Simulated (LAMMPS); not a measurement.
Liquid films of Al at 1070 K.

Interatomic potentials used:
- EAM-type AlCu.adp: classical MD, pair style adp, file AlCu.adp (LAMMPS); Apostol and Mishin, Phys Rev B 83, 054116 (2011)
- EAM-type AlCu.eam.alloy: classical MD, pair style eam/alloy, file AlCu.eam.alloy (LAMMPS); Cai and Ye, Phys Rev B, 54, 8398-8410 (1996)
- EAM-type AlFe_mm.eam.fs: classical MD, pair style eam/fs, file AlFe_mm.eam.fs (LAMMPS); Mendelev, Srolovitz, Ackland and Han, J Mater Res 20, 208-218 (2005)
- EAM-type Al_jnp.eam: classical MD, pair style eam, file Al_jnp.eam (LAMMPS); Jacobsen, Norskov and Puska, Phys Rev B, 35, 7423 (1987)
- EAM-type Al_mm.eam.fs: classical MD, pair style eam/fs, file Al_mm.eam.fs (LAMMPS)
- EAM-type Al_zhou.eam.alloy: classical MD, pair style eam/alloy, file Al_zhou.eam.alloy (LAMMPS); Zhou et al, Acta Mater, 49, 4005 (2001)
- EAM-type NiAlH_jea.eam.alloy: classical MD, pair style eam/alloy, file NiAlH_jea.eam.alloy (LAMMPS); Moody and Baskes, Modell Sim Mater Sci Eng, 3, 289-307 (1995)
- MEAM MoCoNiVFeAlCr_2nn.meam: classical MD, pair style meam, file MoCoNiVFeAlCr_2nn.meam (LAMMPS); Wang, J., Kwon, H., Kim, H.S. et al. A neural network model for high entropy alloy design. npj Comput Mater 9, 60 (2023).

```
potential                       surface tension  excess energy  rough cost (ms per atom and simulated ps)
----------------------------  -----------------  -------------  -----------------------------------------
EAM-type AlCu.adp               0.71 ± 0.02 N/m      0.88 J/m²                                     1 to 3
EAM-type AlCu.eam.alloy         0.27 ± 0.01 N/m      0.51 J/m²                                   0.3 to 1
EAM-type AlFe_mm.eam.fs         0.06 ± 0.01 N/m      0.10 J/m²                                     1 to 3
EAM-type Al_jnp.eam             0.62 ± 0.02 N/m      0.91 J/m²                                     1 to 3
EAM-type Al_mm.eam.fs           0.30 ± 0.01 N/m      0.41 J/m²                                     1 to 3
EAM-type Al_zhou.eam.alloy      0.77 ± 0.01 N/m      0.85 J/m²                                     1 to 3
EAM-type NiAlH_jea.eam.alloy  1.078 ± 0.006 N/m       1.1 J/m²                                   0.3 to 1
MEAM MoCoNiVFeAlCr_2nn.meam     0.44 ± 0.01 N/m      0.60 J/m²                                   10 to 30
```

Costs are rough: whole-run CPU time with set-up and analysis, from shared machines, in bands a factor of about three wide.

Caution: the potential EAM-type AlFe_mm.eam.fs is made for dilute Fe in Al.

Caution: the potential EAM-type NiAlH_jea.eam.alloy is made for Ni, Ni3Al and hydrogen in them.

Uncertainties are statistical and leave out the potential's own error.
